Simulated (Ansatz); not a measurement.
Ru5Si3: pressure series

Consider Ru$_{5}$Si$_{3}$ (space group Pbam, No. 55; a cell from a computed database, its experimental status unchecked).

Space group Pbam (No. 55); a = 5.2051 Å, b = 9.7699 Å, c = 4.0123 Å, α = β = γ = 90.00°

```csv
atom,site,symmetry,x,y,z
Si,2a,..2/m,0.0000,0.0000,0.0000
Si,4h,..m,0.1334,0.3639,0.5000
Ru,2c,..2/m,0.0000,0.5000,0.0000
Ru,4g,..m,0.3435,0.2726,0.0000
Ru,4h,..m,0.1659,0.1095,0.5000
```

Cell and atoms are relaxed at each pressure.

Calculations: PBEsol in Ansatz (plane waves to 420 eV, PAW, without spin-orbit coupling).

```tsv
P (GPa)	V (Å³/atom)
-2.01	12.847
-1.00	12.799
0.30	12.739
0.70	12.721
1.50	12.685
3.00	12.617
4.99	12.532
7.50	12.428
9.99	12.332
```

A third-order Birch–Murnaghan fit to these points gives V₀ = 12.75 Å³/atom, B₀ = 275 GPa and B₀′ = 4.7. At pressure 10 GPa the volume is 96.7 % of V₀.

Load acts through the strain it causes; cell and atoms are relaxed under it. No phonon test of stability was made. No other phases were tried under pressure. The final runs are not spin-polarised.

Ansatz is an electronic-structure program.
